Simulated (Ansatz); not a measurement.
Ansatz (a program for electronic structure) run on NbSN (P4/nmm, 6 atoms in the cell): self-consistent single point.

Method of the run: PBEsol, harder PAW files (source: ansatz) made with PBE (plane waves; Ansatz).

```
NbSN
1.0
    3.55159     0.00000     0.00000
    0.00000     3.55159     0.00000
    0.00000     0.00000     6.05314
Nb S N
2 2 2
Direct
  0.50000   0.00000   0.18608
  0.00000   0.50000   0.81392
  0.50000   0.00000   0.61646
  0.00000   0.50000   0.38354
  0.50000   0.50000   0.00000
  0.00000   0.00000   0.00000
```

Reference input (self-consistent single point, DFT, PBEsol, plane waves, harder PAW files (source: ansatz) made with PBE): basis.ecutwfc = 870 eV; kpoints.mp_grid.grid = 6 6 4; hamiltonian.xc = pbesol; hamiltonian.pseudopotentials = {kind: paw, source: ansatz}; scf.occupations.method = fermi_dirac; scf.occupations.width = 0.05 eV. This run's input differs from it in these lines:

Ansatz 0.2 input:
```diff
@@ -16,3 +16,3 @@
 kpoints:
-  mp_grid: { grid: [6, 6, 4] }
+  mp_grid: { grid: [18, 18, 11] }
 hamiltonian:
```

Log, with long lists cut:

```
SCF iter   1: F=—  HF=-11543.852156 eV  |F-HF|=—  |Δ(HF+E_count)|=         —  Δρ=1.25e-1  dr2=1.52e1  ethr=3.10e-3  ⟨swp⟩=6.0  Hψ=47972  notcnv=0
all-band conjugate gradients solve this SCF's bands
preconditioner: auto → Resta (q_TF=auto, 2.525 Å⁻¹)
SCF iter   2: F=—  HF=-11540.911124 eV  |F-HF|=—  |Δ(HF+E_count)|=    2.94e0  Δρ=5.02e-2  dr2=1.05e0  ethr=3.10e-3  ⟨swp⟩=3.7  Hψ=24099  notcnv=0  defer=433
   [... lines left out ...]
SCF iter   6: F=—  HF=-11540.698060 eV  |F-HF|=—  |Δ(HF+E_count)|=   1.06e-3  Δρ=8.18e-4  dr2=7.68e-4  ethr=1.56e-5  ⟨swp⟩=2.1  Hψ=13719  notcnv=0  defer=209
SCF iter   7: F=—  HF=-11540.697962 eV  |F-HF|=—  |Δ(HF+E_count)|=   9.77e-5  Δρ=2.59e-4  dr2=7.69e-5  ethr=1.60e-6  ⟨swp⟩=2.2  Hψ=12799  notcnv=0  defer=206
SCF iter   8: F=—  HF=-11540.697988 eV  |F-HF|=—  |Δ(HF+E_count)|=   2.65e-5  Δρ=5.01e-5  dr2=3.16e-6  ethr=1.60e-7  ⟨swp⟩=2.1  Hψ=12973  notcnv=0  defer=205
SCF iter   9: F=-11540.697988 eV  HF=-11540.697988 eV  |F-HF|=1.31e-8  |Δ(HF+E_count)|=   2.91e-7  Δρ=4.61e-6  dr2=2.71e-8  ethr=2.08e-10  ⟨swp⟩=8.3  Hψ=60238  notcnv=0
SCF 1 converged in 9 iterations: F = -11540.697988 eV  dr2 = 2.71e-8
Free energy (F): -11540.697988 eV
Internal energy: -11540.692439 eV  (E = F + TS)
E sigma→0 (E₀):  -11540.695214 eV
Entropy (-TS):   -0.005549 eV (-0.925 meV/atom)
Fermi energy:    14.672798 eV
--- Forces (eV/Å), atoms counted from 1 ---
  atom   1  Nb     0.00000000     0.00000000    -0.33125728
  atom   2  Nb     0.00000000     0.00000000     0.33125728
  atom   3  S      0.00000000     0.00000000     0.01243378
  atom   4  S      0.00000000     0.00000000    -0.01243378
  atom   5  N      0.00000000     0.00000000    -0.00000000
  atom   6  N      0.00000000     0.00000000     0.00000000
--- Stress (GPa, compression-positive) ---
       -3.242248       0.000000       0.000000
        0.000000      -3.242248       0.000000
        0.000000       0.000000      -2.736444
  P = ⅓ Tr σ = -3.0736 GPa (-30.736 kbar)
  The stress holds the Pulay correction. Without it, at fixed plane waves, as pw.x and ABINIT print it: P = -3.0821 GPa
```

The run converged in 9 iterations. Against the reference run the free energy is nearly the same (within 1 meV/atom), the pressure hardly changes (-3.09 to -3.07 GPa) and the largest force goes from 0.351 to 0.331 eV/Å.

The starting cell comes from a database of computed structures (which also holds hypothetical and non-ambient phases and stackings), without a prior relaxation at this level. Its lattice was rescaled by a random factor within 2.5 % of one. Spin polarisation is off. With a pressure of about -3 GPa the cell is away from its equilibrium volume at this level. Ansatz's pressure includes its estimate of the finite-basis (Pulay) stress.

Cost on one core of a shared machine: roughly 3 min.
